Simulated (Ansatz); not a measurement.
The cell is built on a prototype and need not be the phase stable at ambient conditions.

Data:

```
HfO2
1.0
    5.38797     0.00000     0.00000
    1.79599     4.81543     0.00000
    2.69398     0.00000     1.55537
Hf O
1 2
Cartesian
  0.00000  -0.00315   0.00000
  1.79599   1.16256   0.00000
  3.59198   3.65554   0.00000
```

Space group of this cell: R3m. The cell was relaxed by PBE-D3(BJ); by r2SCAN its mean pressure is -2.3 GPa.

Transport runs along the normal of the first two printed cell vectors.

The gap is the functional's own. No spin-orbit coupling. Mid-gap values are interpolated on the energy grid.

Question: Estimate the band gap and the smallest decay constant κ at mid-gap that r2SCAN (Ansatz, a quantum-chemistry and plane-wave program) returns for this system.

Answer: Gap 1.83 eV on a 20×20×20 mesh; κ = 0.390 1/Å, at the zone centre.
